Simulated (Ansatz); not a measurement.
Consider BN (space group P4_2/mnm, No. 136; a = 4.399 Å, c = 2.538 Å; a model cell, its experimental status unchecked).

Modification: a negative pressure, −2 GPa.

Levels (all Ansatz, an electronic-structure program, PAW): PBEsol (420 eV, without spin-orbit coupling); HSE06 (420 eV, no SOC).

The geometry is relaxed with PBEsol.

| Property | Result |
|---|---|
| PBEsol lowest conduction level above the VBM at special points | A 6.11 eV; Z 6.32 eV; R 6.73 eV; Γ 6.99 eV |

### Question
What does HSE06 give at this geometry for the lowest conduction level above the VBM at special points?

### Answer
The lowest conduction level above the VBM at special points goes from A 6.11 eV; Z 6.32 eV; R 6.73 eV; Γ 6.99 eV to A 7.72 eV; Z 7.94 eV; R 8.34 eV; Γ 8.57 eV.

Single points use the geometry relaxed with PBEsol. HSE06 gaps are upper bounds (no full band path). The levels and masses belong to the bands next to the band gap. Load acts through the strain it causes; cell and atoms are relaxed under it. Stability against distortions was not tested.
